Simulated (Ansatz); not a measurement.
The starting structures come from a database of crystals and need not be the phases stable at ambient conditions.

Tunnelling through a barrier is set by its complex band structure: the current falls as exp(−2κd) with the smallest κ.

Data:

```
CdRh2O4
1.0
    6.23127     0.00000     0.00000
    0.00000     6.23127     0.00000
    3.11563    -3.11563     4.40617
Cd Rh O
2 4 8
Cartesian
  6.23127   3.11563   2.20309
  0.00000   0.00000   0.00000
  3.11563   1.55782   1.10154
  4.67345   0.00000   3.30463
  3.11563   4.67345   1.10154
  7.78908   0.00000   3.30463
  3.11563  -1.33175   3.14477
  4.44738   3.11563   0.94169
  3.11563   1.33175   3.14477
  1.78389   3.11563   0.94169
  1.78389   0.00000   1.26140
  6.23127   1.33175   3.46448
  4.44738   0.00000   1.26140
  6.23127  -1.33175   3.46448
```

Space group of this cell: Fd-3m, spinel. The cell is taken as given; by r2SCAN its mean pressure is -1.0 GPa.

Transport runs along the normal of the first two printed cell vectors, the (001) plane of the conventional cell.

No gap correction and no spin-orbit coupling; mid-gap values are interpolated between computed energies.

Q: Estimate the band gap and the smallest decay constant κ at mid-gap that r2SCAN (Ansatz, a quantum-chemistry and plane-wave program) returns for this system.

A: Gap 1.30 eV on a 8×8×8 mesh; κ = 0.211 1/Å, at the zone centre.
